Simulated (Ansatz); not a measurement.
We consider SiO2 (P4₁2₁2, No. 92), described by r²SCAN (PAW; Ansatz, a program for electronic structure).

Numerical settings: plane-wave cutoff 560 eV, 8×8×6 k mesh (along the axes of the cell as run), Fermi–Dirac smearing 0.01 eV, scalar-relativistic PAW data made under PBE.

Computed at the level's own relaxed cell.

Q: What does this level give for the band gap, lattice constant a and lattice parameter c?

A: 
- band gap = 6.35 eV (on the SCF k mesh)
- lattice constant a = 4.982 Å
- lattice parameter c = 6.920 Å

The computed numbers hold no vibrational or temperature effects.
